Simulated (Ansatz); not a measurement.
The starting structures come from a database of crystals and need not be the phases stable at ambient conditions.

**Evanescent states of ZnS (P3m1, not sure to be the ambient phase, 28 atoms a cell, 19.6 Å³ an atom) along the normal of (001)**

Level of theory: r2SCAN (plane waves, PAW; Ansatz, a quantum-chemistry and plane-wave program).

No gap correction and no spin-orbit coupling; mid-gap values are interpolated between computed energies.

Energies count from the valence-band top; κ is the least over a 12×12 mesh across the current.

| E (eV) | κ (1/Å) | where |
|---|---|---|
| 0.07 | 0.064 | Γ |
| 0.21 | 0.097 | Γ |
| 0.35 | 0.118 | Γ |
| 0.49 | 0.134 | Γ |
| 0.63 | 0.147 | Γ |
| 0.77 | 0.157 | Γ |
| 0.91 | 0.164 | Γ |
| 1.05 | 0.169 | Γ |
| 1.19 | 0.173 | Γ |
| 1.33 | 0.174 | Γ |
| 1.47 | 0.174 | Γ |
| 1.61 | 0.173 | Γ |
| 1.75 | 0.169 | Γ |
| 1.89 | 0.163 | Γ |
| 2.03 | 0.155 | Γ |
| 2.17 | 0.145 | Γ |
| 2.31 | 0.130 | Γ |
| 2.45 | 0.111 | Γ |
| 2.59 | 0.083 | Γ |
| 2.73 | 0.021 | Γ |

Question: How thick must the barrier be to attenuate the transmission by 10^6 when the electrodes' Fermi level lies at 1.61 eV, and what attenuation does that film give at 1.75 eV?

Answer: d = 6 ln 10 / (2 × 0.173) = 39.9 Å. At 1.75 eV it gives 6 × 0.169/0.173 = 5.9 decades.
